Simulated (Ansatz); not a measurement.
## BeS (model structure, from the NiAs type, P6₃/mmc, No. 194): properties by level of theory

```
level (code)           lattice constant a (Å)  lattice parameter c (Å)  band gap (eV)
---------------------  ----------------------  -----------------------  -------------
LDA (Ansatz)                       (withheld)               (withheld)           1.41
PBE-D3(BJ) (Ansatz)                (withheld)               (withheld)           1.41
r²SCAN (Ansatz)                    (withheld)               (withheld)     (withheld)
r²SCAN+rVV10 (Ansatz)                   3.293               (withheld)           1.79
```

### Question
Fill in the missing entries.

### Answer

- LDA (Ansatz, an electronic-structure program), lattice constant a (Å): 3.247
- LDA (Ansatz), lattice parameter c (Å): 5.166
- PBE-D3(BJ) (Ansatz), lattice constant a (Å): 3.255
- PBE-D3(BJ) (Ansatz), lattice parameter c (Å): 5.172
- r²SCAN (Ansatz), lattice constant a (Å): 3.300
- r²SCAN (Ansatz), lattice parameter c (Å): 5.255
- r²SCAN (Ansatz), band gap (eV): 1.81
- r²SCAN+rVV10 (Ansatz), lattice parameter c (Å): 5.246

Computed values are for a static lattice.  Each level is taken at its own relaxed cell. Cutoffs differ between the levels. Ansatz's density-functional and Hartree–Fock values are scalar-relativistic unless marked +SOC, with PAW data made under PBE.

Ansatz's density-functional and Hartree–Fock values are scalar-relativistic unless marked +SOC, with PAW data made under PBE.

The computed numbers hold no vibrational or temperature effects.

A model structure was made by putting elements into a prototype or built by hand; it is no filed structure, need not be a known phase, and can be a saddle point held by its symmetry.
